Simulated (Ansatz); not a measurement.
System: PbS (model structure, started from the litharge type, P4/nmm, No. 129, 4 atoms in the cell). Method: r²SCAN (Ansatz, an electronic-structure program, PAW).

Settings: plane-wave cutoff 560 eV, 12×12×14 k mesh (along the axes of the cell as run), Fermi–Dirac smearing 0.05 eV, scalar-relativistic PAW data made under PBE.

Cell (relaxed with PBE-D3(BJ)):

PbS has the tetragonal space group P4/nmm, origin choice 1 (No. 129), Pearson symbol tP4. Lattice parameters: a = 5.073 Å, b = 5.073 Å, c = 3.948 Å, α = 90.00°, β = 90.00°, γ = 90.00°. Pb on 2c is coordinated by 4 S at 2.852 Å. S on 2a sees 4 Pb at 2.852 Å. (Neighbours: up to the widest gap in distance over summed covalent radii, below 1.35, at either atom; cation-cation and far metal-metal contacts left out.)

### Question
Predict the band gap and Γ–Γ gap.

### Answer

- band gap: 0.81 eV (on the SCF k mesh)
- Γ–Γ gap: 3.52 eV

Note: the relaxation could raise the start's symmetry but not lower it, so the cell can be a saddle point; cell and atoms aren't relaxed at this level (pressure 1.1 GPa).

Spin–orbit coupling is not included; with these elements it can move the gap by several tenths of an eV or more.

Static lattice: no zero-point or thermal effects.

Cost on a shared machine: roughly 70 core-seconds.

A model structure was made by putting elements into a prototype or built by hand; it is no filed structure, need not be a known phase, and can be a saddle point held by its symmetry.
